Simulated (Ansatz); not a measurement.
We consider CsCl-type RuAl, described by PBE0 (Ansatz, an electronic-structure program, plane waves, PAW).

Run with plane-wave cutoff 460 eV, 10×10×10 k mesh, Fermi–Dirac smearing 0.05 eV, no spin polarisation, scalar-relativistic PAW data made under PBE.

Computed at the level's own relaxed cell.

Question: What does this level give for the equilibrium volume per atom, bulk modulus, equilibrium lattice constant a and pressure derivative B′ of the bulk modulus?

Answer: 
equilibrium volume per atom: 13.12 Å³/atom
bulk modulus: 227 GPa
equilibrium lattice constant a: 2.971 Å
pressure derivative B′ of the bulk modulus: 4.4

Measured, for comparison: lattice constant a 2.992 Å (temperature not stated, copied from a table, unchecked, not corrected to a static lattice; as tabulated in Acta Metallurgica 41, 863 (1993)). Computed (rounded) less measured: lattice constant a not scored (unchecked). A static lattice is as a rule a little smaller and stiffer than an uncorrected measurement, which narrows the difference in the lattice constant a and would widen misses of the other sign.

Note: the run has no spin polarisation, so it can have missed a magnetic state.

The computed numbers hold no vibrational or temperature effects.
